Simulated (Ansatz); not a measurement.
# A computed series for Sb: thickness series

Consider Sb in the A7 type structure (space group R-3m, No. 166; layered).

```xyz
2
Lattice="2.1640 1.2494 3.7814 -2.1640 1.2494 3.7814 0.0000 -2.4987 3.7814" Properties=species:S:1:pos:R:3 pbc="T T T"
Sb     0.0000     0.0000     2.6459
Sb     0.0000     0.0000     8.6984
```

Free-standing slabs (2 atom(s) a layer) normal to the stacking axis with 15 Å of vacuum; in-plane cell relaxed.

All numbers come from plane-wave PAW DFT at the r2SCAN+rVV10 level (Ansatz, a first-principles code, 500 eV), without spin-orbit coupling.

Computed cases, in order: 1 layer; 2 layers; 3 layers; 4 layers.

**Question.** Between which two neighbouring cases does the band gap open or close?

**Answer.** Between 2 layers (0.22 eV) and 3 layers (zero). The whole series: 1 layer: 1.50 eV; 2 layers: 0.22 eV; 3 layers: zero; 4 layers: zero.

With Sb present, leaving out spin-orbit coupling can change the band edges. Stability against distortions was not tested. The zero or small gap of Sb can change with the level of theory.
